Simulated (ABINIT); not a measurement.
Input and output of a self-consistent single point for BiSb (P1, 2 atoms in the cell) (ABINIT).

Level of theory: LDA (PW92), norm-conserving pseudopotentials (PseudoDojo nc-sr-04 LDA standard) (plane waves; ABINIT 10.0.3).

The change in words: lattice scaled by 0.98. Reference geometry:
```
CELL_PARAMETERS angstrom
      2.22629     1.28535     3.97515
     -2.22629     1.28535     3.97515
      0.00000    -2.57070     3.97515
ATOMIC_POSITIONS crystal
  Sb 0.75034 0.79988 0.77507
  Bi 0.24965 0.20011 0.22492
```

Reference input (self-consistent single point, DFT, LDA (PW92), plane waves, norm-conserving pseudopotentials (PseudoDojo nc-sr-04 LDA standard)): pseudos = [Sb.upf, Bi.upf]; ecut = 42 Ha; ixc = 7; occopt = 7; tsmear = 0.272 eV; ngkpt = 6 6 6; nshiftk = 1; shiftk = 0 0 0; potentials = PseudoDojo nc-sr-04 LDA standard; nband = 21; kptopt = 1; nstep = 100. This run's input differs from it in these lines:

```diff
@@ -5,5 +5,5 @@
 rprim
-         2.2262950000    1.2853520000    3.9751500000
-        -2.2262950000    1.2853520000    3.9751500000
-         0.0000000000   -2.5707040000    3.9751500000
+         2.1817690000    1.2596450000    3.8956470000
+        -2.1817690000    1.2596450000    3.8956470000
+         0.0000000000   -2.5192900000    3.8956470000
 natom 2
@@ -13,4 +13,4 @@
 xcart
-        -0.1103040121    0.0001028282    9.2433646181
-         0.1103040121   -0.0001028282    2.6819303511
+        -0.1080979269    0.0001007716    9.0584973257
+         0.1080979269   -0.0001007716    2.6282917441
       Angstrom
```

Log, with long lists cut:

```
--- !BeginCycle
solver: {iscf: 7, nstep: 100, nline: 4, wfoptalg: 0, }
tolerances: {tolvrs: 1.00E-11, }
...

     iter   Etot(hartree)      deltaE(h)  residm     vres2
 ETOT  1  -171.99350105571    -1.720E+02 8.143E-01 1.873E+01
 ETOT  2  -172.36812136108    -3.746E-01 2.421E-02 1.796E+01
 ETOT  3  -172.37004552307    -1.924E-03 3.647E-03 3.008E+00
 ETOT  4  -172.37039821923    -3.527E-04 2.531E-03 6.978E-02
 ETOT  5  -172.37040636488    -8.146E-06 2.145E-03 1.224E-03
   [... 3 lines left out ...]
 ETOT  9  -172.37040649649    -1.444E-11 1.332E-03 2.230E-08
 ETOT 10  -172.37040649649    -2.757E-12 1.353E-03 9.188E-10
 ETOT 11  -172.37040649649     7.390E-13 7.659E-04 1.649E-10
 ETOT 12  -172.37040649649     6.253E-13 7.044E-04 6.040E-12
 At SCF step   12       vres2   =  6.04E-12 < tolvrs=  1.00E-11 =>converged.

 Cartesian components of stress tensor (hartree/bohr^3)
  sigma(1 1)= -1.60236011E-04  sigma(3 2)=  2.74114037E-05
  sigma(2 2)= -1.30479381E-04  sigma(3 1)=  1.53019269E-04
  sigma(3 3)= -8.78570730E-05  sigma(2 1)= -1.16447092E-04

 ----iterations are completed or convergence reached----

 reduced coordinates (array xred) for    2 atoms
       0.750335999995      0.799882000007      0.775069000001
       0.249651000008      0.200104999996      0.224918000002
 cartesian forces (eV/Angstrom) at end:
    1      1.23944661613461     0.25694060012529    -1.54297231798955
    2     -1.23944661613461    -0.25694060012529     1.54297231798955
 frms,max,avg= 1.1522456E+00 1.5429723E+00   6.898E-08  6.905E-09  1.303E-07 e/A
   [... lines left out ...]
 Fermi (or HOMO) energy (eV) =   5.81492   Average Vxc (eV)= -10.29712
   [... lines left out ...]
total_energy        : -1.72370406496489E+02
total_energy_eV     : -4.69043729728021E+03
band_energy         : -1.47878131189925E+01
...

-Cartesian components of stress tensor (GPa)         [Pressure=  3.7127E+00 GPa]
- sigma(1 1)= -4.71430542E+00  sigma(3 2)=  8.06471204E-01
- sigma(2 2)= -3.83883526E+00  sigma(3 1)=  4.50198155E+00
- sigma(3 3)= -2.58484389E+00  sigma(2 1)= -3.42599116E+00

 Calculation completed.
```

The run converged in 12 iterations. Against the reference run the free energy goes up by 23.3 meV/atom, the pressure goes from 0.18 to 3.71 GPa and the largest force goes from 1.504 to 1.996 eV/Å.

The starting cell comes from a database of computed structures (which also holds hypothetical and non-ambient phases and stackings), without a prior relaxation at this level. Its atoms were displaced at random from the sites of space group no. 160. For this run, on top of that: lattice scaled by 0.98. With a pressure of about 4 GPa the cell is away from its equilibrium volume at this level. Forces in this geometry exceed 1 eV/Å. The run gives no clean gap (levels at the Fermi energy touch, overlap or are partly filled at this smearing), which alone does not show that the compound is a metal.

Cost on one core of a shared machine: roughly 8 min.
